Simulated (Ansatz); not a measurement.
Functionals compared on SiH2 on the (100) surface of germanium (p(2x2) alternately buckled dimers; a constructed slab, bottom: dihydride, held), one in a cell of 66 Å², started at the site 'over Ge at depth 1.6 Å', in Ansatz (plane waves, PAW). The structure was relaxed with PBE; the other rows are single points on it, each with its references at the same level. Cutoff 420 eV (500 eV for r2SCAN).

Model: 43-atom slab, 11.3 Å thick at the start with caps and adatoms under the adsorbate (thin: gaps and levels are the slab's own), 3x3x1 mesh, Fermi-Dirac 0.01 eV, dipole correction, 24 atoms held, the rest relaxed; no symmetry held; no spin, no spin-orbit, no U, no dispersion correction. At the end it is bonded to 2 Ge. In PBE it is, or lies within 0.03 eV of, the lowest of the starts that converged. These notes are the PBE run's. Adsorption energies are against SiH4(g) − H2(g). A negative adsorption energy means that the adsorbate is more stable on the surface than in its reference.

```
functional  adsorption energy (eV)  rough cost of the single point
----------  ----------------------  ------------------------------
PBE                          -0.09                               –
RPBE                          0.06          roughly 8 core-minutes
r2SCAN                  (withheld)    very roughly 12 core-minutes
```

Question: What belongs in the gaps?

Answer: 
- r2SCAN, adsorption energy (eV): -0.19

Ansatz is a program for electronic structure.
